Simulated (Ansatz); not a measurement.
Functionals compared on a constructed model of the (000-1) surface of 4H silicon carbide (in the relaxation 3 C–C bonds formed), C-terminated, (√3x√3)R30° C adatom at T4 (bottom of the slab: 3 H on 3 bottom sites), in Ansatz (plane waves, PAW). The structure was relaxed with PBE; the other rows are single points on it. Cutoff 420 eV (500 eV for r2SCAN).

Model: 28-atom slab, 11.0 Å thick at the start with caps and adatoms (thin: gaps and levels are the slab's own), 6x6x1 mesh, Fermi-Dirac 0.025 eV, dipole correction, 6 atoms held, the rest relaxed; symmetry of the start imposed; spin-polarised, ending with about 1.0 μB a cell; orders that need a larger cell were not tried, no spin-orbit, no U. In PBE it is, or lies within 0.01 eV a 1x1 cell of, the lowest of the 2 structures of its composition computed so far; subsurface sites and larger cells were not tried. These notes are the PBE run's. r2SCAN: The program's check for a lower electronic state was not made.

| functional | gap of the slab on its k-mesh (eV) | highest filled level below the top vacuum level (eV) | magnetic moment of the cell (μB) | rough cost of the single point |
|---|---|---|---|---|
| PBE | 0.75 | 5.40 | 1.00 | – |
| r2SCAN | [?] | [?] | 1.00 | around 80 core-seconds (rough) |

Question: Some entries are withheld; supply them.

Answer: 
- r2SCAN, gap of the slab on its k-mesh (eV): 1.36
- r2SCAN, highest filled level below the top vacuum level (eV): 5.68

Ansatz is a quantum-chemistry and plane-wave program.
